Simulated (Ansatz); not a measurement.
# How the equilibrium volume per atom of HgO (model structure, started from the h-BN type, P6₃/mmc, No. 194, 4 atoms in the cell) moves with the method

No measured value is used here.

```
level (code)         value (Å³/atom)
-------------------  ---------------
PBE (Ansatz)                     ___
PBEsol (Ansatz)                16.63
PBE-D3(BJ) (Ansatz)            17.19
```

Q: Fill in the missing entries.

A: 
- PBE (Ansatz, a first-principles code), value (Å³/atom): 17.70

Density-functional levels without +SOC have no spin–orbit coupling. Ansatz's density-functional and Hartree–Fock values are scalar-relativistic unless marked +SOC, with PAW data made under PBE.

A model structure was made by putting elements into a prototype or built by hand; it is no filed structure, need not be a known phase, and can be a saddle point held by its symmetry.
